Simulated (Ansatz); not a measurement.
Base system: PbS in the rock salt structure (space group Fm-3m, No. 225).

PbS is modelled in the cubic space group Fm-3m (No. 225), the rock salt structure, Pearson symbol cF8. Cell: a = b = c = 5.9747 Å, α = β = γ = 90.00°. Pb on 4a is coordinated by 6 S at 2.987 Å (octahedral). S on 4b is coordinated by 6 Pb at 2.987 Å (octahedral). (Neighbours: up to the widest gap in distance over summed covalent radii, below 1.35, at either atom; cation-cation and far metal-metal contacts left out.)
(The calculation used a cell of 2 atoms; values per cell refer to that cell.)

Computed with r2SCAN (Ansatz, a first-principles code), scalar-relativistic without spin-orbit coupling.

Base values:

| Quantity | Result |
|---|---|
| Band gap | 0.69 eV |
| Gap character | direct at L |

It is then changed as follows: every lattice vector is stretched by 3.00 %, atoms relaxed at fixed cell.

**Question.** What happens to the band gap?

**Answer.** The band gap goes up by 0.28 eV, from 0.69 eV to 0.97 eV.

**Question.** What happens to the gap character?

**Answer.** The gap character stays direct at L.

With Pb present, leaving out spin-orbit coupling can change the band edges. The cells carry an imposed strain or load. Whether these cells are dynamically stable was not tested.
